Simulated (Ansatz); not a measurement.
Formation energies of neutral defects against the elements (graphite for carbon, diatomic gases, S8), in wurtzite AlN (eV), each at one geometry relaxed with PBE and evaluated in Ansatz (a program for electronic structure) with PBE, r2SCAN. Set-up: 96-site cell; 2×2×2 shifted k-points; no spin–orbit coupling; no Hubbard U; energies good to tenths of an eV; flagged in the runs: for some of the defects a doubtful potential alignment, a host whose relaxation on this sampling wasn't shown to rest, a strain field that reaches the edge of the cell.

```json
[
 {"defect": "Ti on the Al site", "x: PBE (eV)": "1.56", "y: r2SCAN (eV)": "1.39"},
 {"defect": "Ga on the Al site", "x: PBE (eV)": "1.90", "y: r2SCAN (eV)": "1.94"},
 {"defect": "Zr on the Al site", "x: PBE (eV)": "2.63", "y: r2SCAN (eV)": "2.58"},
 {"defect": "Hf on the Al site", "x: PBE (eV)": "2.65", "y: r2SCAN (eV)": "2.53"},
 {"defect": "Eu on the Al site", "x: PBE (eV)": "3.46", "y: r2SCAN (eV)": "3.26"},
 {"defect": "Co on the Al site", "x: PBE (eV)": "4.91", "y: r2SCAN (eV)": "4.68"},
 {"defect": "Ni on the Al site", "x: PBE (eV)": "5.10", "y: r2SCAN (eV)": "4.98"},
 {"defect": "As on the N site", "x: PBE (eV)": "5.26", "y: r2SCAN (eV)": "5.29"},
 {"defect": "Ca on the Al site", "x: PBE (eV)": "4.19", "y: r2SCAN (eV)": "?"}
]
```

### Question
Fit a straight line to the 8 complete rows and predict the last.

### Answer
Means: x = 3.434, y = 3.331; Sxx = 15.415, Sxy = 15.317. Slope 15.317 / 15.415 = 0.99, intercept 3.331 − 0.99 × 3.434 = -0.07 eV; the rows scatter by 0.11 eV about the line, and R² = 1.00. Prediction: -0.07 + 0.99 × 4.19 = 4.08 eV. The calculation gave 4.26 eV, 0.18 eV above the line, within twice its scatter.
